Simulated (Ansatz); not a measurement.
Structures of equal composition on the (111) surface of fcc Ag: a layer of Pd in place of the second plane; a layer of Pd in place of the third plane. The slabs share one bottom face, and each structure is named by its start. These are constructed structures in small cells; real faces may alloy, dewet or reconstruct in larger ones, and not all known structures of the face are among them. Slabs of about 12 Å, Fermi-Dirac smearing of 0.1 eV. Bottom of the slabs: a bare face, its two planes held. Relaxed from the named starts with such symmetry as they have, on meshes of like density; energies extrapolated to zero smearing; spin only where a row says so; no spin-orbit coupling, no U. Brackets mark spin-polarised runs, whose order is one that fits the cell.

Computed with PBE (plane waves to 420 eV, PAW; Ansatz, an electronic-structure program).

Q: Put the candidates in order of energy per 1x1 cell, lowest first, for PBE.

A: a layer of Pd in place of the third plane (0.000 eV), a layer of Pd in place of the second plane (0.051 eV)
